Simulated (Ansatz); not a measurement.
The starting structures come from a database of crystals and need not be the phases stable at ambient conditions.

 Where the default PAW files enter, the runs use the earlier of Ansatz's two default sets.

Inside the gap of an insulator the Bloch states are evanescent, with a wavenumber k + iκ along the transport direction.

```yaml
crystal:
  lattice:
    - [6.06545, -0.00667, 0.00000]
    - [1.91754, 5.63337, 0.00000]
    - [3.03272, -0.00334, 5.25569]
  atoms:
    - { symbol: Ir, position: [0.16659, 0.00000, 0.66681] }
    - { symbol: Ir, position: [0.83341, 0.00000, 0.33319] }
    - { symbol: Cl, position: [0.42827, 0.22847, 0.64985] }
    - { symbol: Cl, position: [0.57173, 0.77153, 0.35015] }
    - { symbol: Cl, position: [0.92188, 0.77153, 0.64985] }
    - { symbol: Cl, position: [0.07812, 0.22847, 0.35015] }
    - { symbol: Cl, position: [0.22145, 0.76990, 0.00000] }
    - { symbol: Cl, position: [0.77855, 0.23010, 0.00000] }
```

Space group of this cell: C2/m. The cell was relaxed by PBE-D3(BJ); by PBEsol its mean pressure is -1.8 GPa.

Transport runs along the normal of the first two printed cell vectors.

The gap is the functional's own. No spin-orbit coupling. Mid-gap values are interpolated on the energy grid.

Problem. Estimate the band gap and the smallest decay constant κ at mid-gap that PBEsol in Ansatz (a first-principles code) returns for this system.

Solution. Gap 1.71 eV on a 6×6×6 mesh; κ = 0.349 1/Å, at (-0.167, 0.167) of the in-plane reciprocal vectors. At the zone centre, at the nearest computed energy, the slowest state has κ = 0.37 1/Å.
